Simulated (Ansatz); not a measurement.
Functionals compared on a constructed model of the (100) surface of alpha tin, top plane replaced by P dimers, 2x1 (bottom of the slab: dihydride, held), in Ansatz (plane waves, PAW). The structure was relaxed with PBE; the other rows are single points on it. Cutoff 420 eV (500 eV for r2SCAN).

Model: 20-atom slab, 12.1 Å thick at the start with caps and adatoms (thin: gaps and levels are the slab's own), 3x6x1 mesh, Fermi-Dirac 0.025 eV, dipole correction, 8 atoms held, the rest relaxed; held to the start's symmetry, so lower structures may exist; no spin (no spin-polarised run to compare, though such a face may carry moments), no spin-orbit, no U. The slab shows no gap on its mesh. It is one candidate, not shown to be the stable structure of the face. These notes are the PBE run's.

```csv
functional,work function of the top face (eV),rough cost of the single point
PBE,4.76,–
r2SCAN,4.85,around 2.7 core-minutes (rough)
```

Ansatz is a first-principles code.
